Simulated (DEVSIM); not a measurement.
Structure: Ni/HfO2/p-GaAs capacitor, at 300 K.

| layer (left to right) | material | thickness (nm) | Na (cm⁻³) |
|---|---|---|---|
| 1 | HfO2 | 3.20 | - |
| 2 | GaAs | 2900 | 4.8e16 |

Metal gate on the left, work function 5.1 eV. Fixed charge at the semiconductor interface 0 cm⁻² (in units of +e); no interface traps.

Constants are typed, rounded textbook-type inputs, not results; the design itself was drawn at random and stands for no fabricated device. Values at 300 K.

```csv
parameter,HfO2,GaAs
gap (eV),5.7,1.424
affinity (eV),2.5,4.07
permittivity,22,12.9
Nc (cm⁻³),-,4.7e17
Nv (cm⁻³),-,9e18
```

Simulated with DEVSIM: 1D Poisson equation in equilibrium, Boltzmann statistics, complete ionisation; no quantum confinement or tunnelling. Metal contacts follow the ideal Schottky-Mott rule: no Fermi-level pinning, no interface dipoles.

Tabulate band edges, carrier densities and field at 0.5 V on the gate.

Energies count from the Fermi level of the right contact; mesh points crowd at the junctions.

```csv
x (μm),Ec (eV),Ev (eV),n (cm⁻³),p (cm⁻³),field (V/cm)
0.000,2.100,-3.600,< 1e2,< 1e2,58000
0.0009165,2.105,-3.595,< 1e2,< 1e2,58000
0.002014,2.112,-3.588,< 1e2,< 1e2,58000
0.002975,2.117,-3.583,< 1e2,< 1e2,58000
0.004569,0.562,-0.862,1.7e8,30000,97000
0.007193,0.587,-0.837,6.5e7,78000,95000
0.01254,0.637,-0.787,9300000,540000,92000
0.03007,0.788,-0.636,27000,1.8e8,80000
0.05914,0.992,-0.432,< 1e2,4.9e11,60000
0.1223,1.240,-0.184,< 1e2,7.3e15,19000
0.2471,1.289,-0.135,< 1e2,4.8e16,60
0.6564,1.289,-0.135,< 1e2,4.8e16,≈ 0
1.335,1.289,-0.135,< 1e2,4.8e16,≈ 0
2.116,1.289,-0.135,< 1e2,4.8e16,≈ 0
2.609,1.289,-0.135,< 1e2,4.8e16,≈ 0
2.759,1.289,-0.135,< 1e2,4.8e16,≈ 0
2.836,1.289,-0.135,< 1e2,4.8e16,≈ 0
2.871,1.289,-0.135,< 1e2,4.8e16,≈ 0
2.892,1.289,-0.135,< 1e2,4.8e16,≈ 0
2.898,1.289,-0.135,< 1e2,4.8e16,≈ 0
2.901,1.289,-0.135,< 1e2,4.8e16,≈ 0
2.903,1.289,-0.135,< 1e2,4.8e16,≈ 0
```
